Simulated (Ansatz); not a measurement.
Worked example: self-consistent single point of SrGaSi (P3m1, 3 atoms in the cell) in Ansatz (an electronic-structure program).

Method: PBEsol, default PAW files made with PBE (plane waves; Ansatz).

```
SrGaSi
1.0
    4.19212     0.00000     0.00000
   -2.09606     3.63048     0.00000
    0.00000     0.00000     4.75003
Sr Ga Si
1 1 1
Direct
  0.00000   0.00000   0.01053
  0.33333   0.66667   0.50000
  0.66667   0.33333   0.50000
```

Reference input (self-consistent single point, DFT, PBEsol, plane waves, default PAW files made with PBE): basis.ecutwfc = 420 eV; kpoints.mp_grid.grid = 9 9 7; hamiltonian.xc = pbesol; hamiltonian.pseudopotentials = {kind: paw} (the program's default PAW files); scf.occupations.method = fermi_dirac; scf.occupations.width = 0.1 eV. This run's input differs from it in these lines:

Ansatz 0.2 input:
```diff
@@ -12,3 +12,3 @@
 kpoints:
-  mp_grid: { grid: [9, 9, 7] }
+  mp_grid: { grid: [15, 15, 12] }
 hamiltonian:
@@ -17,3 +17,3 @@
 scf:
-  occupations: { method: fermi_dirac, width: 0.1 eV }
+  occupations: { method: methfessel_paxton, width: 0.2 eV }
 output:
```

Output (repeated stretches shortened):

```
SCF iter   1: F=—  HF=-7858.420697 eV  |F-HF|=—  |Δ(HF+E_count)|=         —  Δρ=4.06e-3  dr2=2.96e-2  ethr=1.77e-3  ⟨swp⟩=6.4  Hψ=29656  notcnv=0
all-band conjugate gradients solve this SCF's bands
preconditioner: auto → Kerker (q_TF=auto, 2.315 Å⁻¹)
SCF iter   2: F=—  HF=-7858.414894 eV  |F-HF|=—  |Δ(HF+E_count)|=   5.80e-3  S|Δr|=    0.00e0  Δρ=2.60e-3  dr2=1.52e-2  ethr=1.10e-4  ⟨swp⟩=1.2  Hψ=7616  notcnv=0
   [... lines left out ...]
SCF iter   6: F=—  HF=-7858.410473 eV  |F-HF|=—  |Δ(HF+E_count)|=   8.99e-6  S|Δr|=    0.00e0  Δρ=4.55e-5  dr2=2.28e-6  ethr=1.38e-7  ⟨swp⟩=2.0  Hψ=7819  notcnv=0
SCF iter   7: F=—  HF=-7858.410473 eV  |F-HF|=—  |Δ(HF+E_count)|=   3.68e-7  S|Δr|=    0.00e0  Δρ=1.23e-5  dr2=1.93e-7  ethr=8.46e-9  ⟨swp⟩=2.5  Hψ=8585  notcnv=0
SCF iter   8: F=-7858.410473 eV  HF=-7858.410473 eV  |F-HF|=6.41e-10  |Δ(HF+E_count)|=   2.06e-8  S|Δr|=    0.00e0  Δρ=3.11e-6  dr2=1.18e-8  ethr=3.70e-10  ⟨swp⟩=6.4  Hψ=25654  notcnv=0
SCF 1 converged in 8 iterations: F = -7858.410473 eV  dr2 = 1.18e-8
Stability not checked (fill_not_monotonic)
Free energy (F): -7858.410473 eV
Internal energy: -7858.412214 eV  (E = F + TS)
E sigma→0 (E₀):  -7858.410908 eV
Entropy (-TS):   0.001741 eV (0.580 meV/atom)
Fermi energy:    8.418176 eV
--- Forces (eV/Å), atoms counted from 1 ---
  atom   1  Sr     0.00000000    -0.00000000    -0.17424705
  atom   2  Ga     0.00000000     0.00000000     0.08096087
  atom   3  Si     0.00000000    -0.00000000     0.09328258
--- Stress (GPa, compression-positive) ---
       -1.619850      -0.000000       0.000000
        0.000000      -1.619850       0.000000
        0.000000       0.000000      -2.321114
  P = ⅓ Tr σ = -1.8536 GPa (-18.536 kbar)
  The stress holds the Pulay correction. Without it, at fixed plane waves, as pw.x and ABINIT print it: P = -1.8743 GPa
```

The run converged in 8 iterations. Against the reference run the free energy rises by 6.8 meV/atom, the pressure moves little (-1.79 to -1.85 GPa) and the largest force goes from 0.181 to 0.174 eV/Å.

The starting cell comes from a database of computed structures (which also holds hypothetical and non-ambient phases and stackings), without a prior relaxation at this level. Its lattice was rescaled by up to half a per cent. One atom was moved a little off its site on purpose. Ansatz's pressure includes its estimate of the finite-basis (Pulay) stress.

Cost on one core of a shared machine: roughly 30 s.
